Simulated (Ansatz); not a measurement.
**Enthalpy of formation of CsCl-type RuAl: levels of theory against measurement**

Reference value: -0.644 ± 0.02 eV/atom (measured, 298 K, copied from a table, unchecked, not corrected to a static lattice; as tabulated in Wang et al. (2021), doi:10.1038/s41598-021-94550-5).

```json
[
 {"level (code)": "LDA (Ansatz)", "value (eV/atom)": "-0.645", "difference (eV/atom)": "-0.001"},
 {"level (code)": "PBE (Ansatz)", "value (eV/atom)": "-0.639", "difference (eV/atom)": "+0.005"},
 {"level (code)": "rVV10 (Ansatz)", "value (eV/atom)": "-0.634", "difference (eV/atom)": "+0.010"},
 {"level (code)": "r²SCAN (Ansatz)", "value (eV/atom)": "-0.714", "difference (eV/atom)": "-0.070"},
 {"level (code)": "r²SCANh (Ansatz)", "value (eV/atom)": "-0.797", "difference (eV/atom)": "-0.153"}
]
```

Once the reference is moved by up to 0.100 eV/atom (a margin picked here for doubts on the reference and the settings, and for temperature and zero-point motion) and values within 0.010 eV/atom count as equal, the nearest can be LDA (-0.001 eV/atom), PBE (+0.005 eV/atom), rVV10 (+0.010 eV/atom) or r²SCAN (-0.070 eV/atom).

The measured value isn't corrected to a static lattice, so vibrations enter the comparison.  r²SCANh: the run has no spin polarisation, so it can have missed a magnetic state. Each level is taken at its own relaxed cell. Ansatz's density-functional and Hartree–Fock values are scalar-relativistic unless marked +SOC, with PAW data made under PBE.

Differences are worked out from the printed values.

Ansatz is a program for electronic structure.
